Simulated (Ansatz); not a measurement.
The cell is built on a prototype and need not be the phase stable at ambient conditions.

By r2SCAN, the system below comes out a metal.

Given:

```
B
1.0
    2.00914     0.00000     0.00000
    0.00000     2.84135     0.00000
    1.00457     1.42067     1.00457
B
1
Direct
  0.00000   0.00000   0.00000
```

Space group of this cell: Fm-3m, fcc (Cu type). The cell was relaxed by PBE-D3(BJ); by r2SCAN its mean pressure is 4.3 GPa.

The current flows along the normal of the first two printed cell vectors. No spin-orbit coupling; the value is a mean over 0.1 eV about the Fermi level.

Task: State the ballistic conductance per area according to r2SCAN in Ansatz (a first-principles code).

Result: 2.1 × 10¹⁵ S/m² for both spins.
